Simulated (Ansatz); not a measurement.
Consider MgS in the rock salt structure (space group Fm-3m, No. 225; a = 5.1292 Å). Axes: x, y, z lie along the cube axes.

Level of theory: plane-wave PAW DFT at the LDA level (Ansatz, a program for electronic structure, 420 eV), spin-orbit coupling left out.

Base values:

| Quantity | Value |
|---|---|
| Smallest direct gap | 3.83 eV |

Perturbation: tensile biaxial strain of 1.67 % in the plane normal to [111], as in epitaxy on a mismatched substrate; the out-of-plane cell vector and the atoms relax.

Question: Estimate the effect on the energy relative to the base and smallest direct gap.

Answer: The energy grows by 5.1 meV/atom; the smallest direct gap shrinks by 0.364 eV (3.83 eV → 3.46 eV).

No phonon test of stability was made.
